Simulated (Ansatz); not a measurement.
A computed series for TiSi2: point defects

The parent structure is a 12-atom supercell of TiSi$_{2}$ (space group Cmcm, No. 63) at its relaxed geometry.

```yaml
crystal:
  lattice:
    - [1.76330, -6.75838, 0.00000]
    - [3.52661, 0.00000, -3.56518]
    - [3.52661, 0.00000, 3.56518]
  atoms:
    - { symbol: Si, position: [0.88334, 0.65417, 0.40417] }
    - { symbol: Si, position: [0.88334, 0.15417, 0.90417] }
    - { symbol: Si, position: [0.11666, 0.34583, 0.59583] }
    - { symbol: Si, position: [0.11666, 0.84583, 0.09583] }
    - { symbol: Si, position: [0.50058, 0.99985, 0.74985] }
    - { symbol: Si, position: [0.50058, 0.49985, 0.24985] }
    - { symbol: Si, position: [0.49942, 0.00015, 0.25015] }
    - { symbol: Si, position: [0.49942, 0.50015, 0.75015] }
    - { symbol: Ti, position: [0.20640, 0.82340, 0.57340] }
    - { symbol: Ti, position: [0.20640, 0.32340, 0.07340] }
    - { symbol: Ti, position: [0.79360, 0.17660, 0.42660] }
    - { symbol: Ti, position: [0.79360, 0.67660, 0.92660] }
```

One neutral defect a cell, atoms relaxed at fixed cell.

Method: r2SCAN (Ansatz, an electronic-structure program, PAW, scalar-relativistic without spin-orbit coupling).

```tsv
case	largest displacement of a host atom from its site in the perfect cell	pressure
perfect supercell	–	0.0 GPa
Hf on a Ti site, symmetric start	0.07 Å	5.3 GPa
Ti vacancy, symmetric start	0.15 Å	-2.3 GPa
Si on a Ti site (antisite)	1.39 Å	2.7 GPa
H interstitial (started 1.80 Å from the nearest host atom)	0.09 Å	1.9 GPa
Ti interstitial (started 1.71 Å from the nearest host atom)	0.50 Å	27.1 GPa
```

The cell is small, so the values are those of an ordered compound at a high defect concentration; dilute-limit values will differ. Defects with a symmetric start kept the site's symmetry and may sit on a saddle; the others started slightly shaken. All final runs are without spin polarisation.
